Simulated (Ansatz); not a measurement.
# SiO2: energy against strain

SiO2 (quartz, P3_221, 12.824 Å³/atom at rest, c along z) under an equal strain ε in the (0001) plane with the normal axis free, as in a coherent film. PBEsol in Ansatz, a plane-wave DFT program (PAW, default set), 420 eV, 8×8×6 Γ-centred mesh, Fermi-Dirac smearing 0.05 eV; ions are relaxed within the symmetry of each cell.

Here s stands for strain and y for E less E0.

```csv
strain (%),E less E0 (meV/atom)
-3.00,?
-1.50,1.53
-0.75,0.38
0.00,0.00
0.75,0.32
1.50,1.34
```

The 5 complete rows are fitted with a parabola, y against s. Least squares gives y = -0.006 - 0.0587·s + 0.6400·s². Residuals (row less fit): 0.008, -0.018, 0.006, 0.010, -0.006; standard error 0.017 (degrees of freedom: 2). Twice the quadratic coefficient over the volume, 2 × 0.6400 meV × 10⁴ × 0.1602 / 12.824 Å³, is twice the biaxial elastic modulus of this plane = 160 ± 2.0 GPa.

Q: Predict the withheld y at s = -3.00 from the fit, and compare with the calculation.

A: y = -0.006 - 0.0587 × (-3.00) + 0.6400 × (-3.00)² = 5.930 meV/atom. The calculation gives 6.21 meV/atom, 0.280 meV/atom above the prediction (4.5 % of the range of y in the table). The row lies outside the fitted rows, so this is an extrapolation. From the scatter of the fitted rows alone, a prediction at this place has a standard error of 0.069 meV/atom, so the miss is 4.1 times that.

One order more, fitted to all 9 runs of the series, follows each within 0.02, so the miss is the next term of a smooth law. Rows are the converged runs of the series near zero and its far end; series whose fitted rows scatter by over a few per cent of the range, as at a crossing or softening among them, aren't shown in this form. Most that stay on the fit to the last digits aren't either.
